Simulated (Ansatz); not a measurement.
**BeS, response to strain**

The reference is BeS in the zinc blende structure (space group F-43m, No. 216).

```yaml
crystal:
  lattice:
    - [0.00000, 2.39818, 2.39818]
    - [2.39818, 0.00000, 2.39818]
    - [2.39818, 2.39818, 0.00000]
  atoms:
    - { symbol: Be, position: [0.00000, 0.00000, 0.00000] }
    - { symbol: S, position: [0.25000, 0.25000, 0.25000] }
```

Cartesian axes are those of the cell as printed.

Strains are applied to the cell and any free atomic positions relax; under biaxial strain the out-of-plane vector relaxes too.

Level of theory: plane-wave PAW DFT at the LDA level (Ansatz, an electronic-structure program, 420 eV), without spin-orbit coupling.

| biaxial strain, plane normal [001], relaxed out of plane (%) | out-of-plane strain (%) |
|---|---|
| 0 | 0.00 |
| 0.5 | -0.41 |
| 1 | -0.83 |
| 1.5 | ? |
| 2 | -1.67 |
| 2.5 | -2.10 |
| 3 | -2.54 |

### Question
Fit ε⊥ = −νε + γε² (strains in %) to the rows shown and predict the withheld row.

### Answer
Least squares on the printed values gives ν = 0.82 (the biaxial Poisson response) and γ = -0.010 (largest residual 0.00 %); this predicts -1.25 %, and the run gives -1.25 %, in agreement.

No phonon test of stability was made.
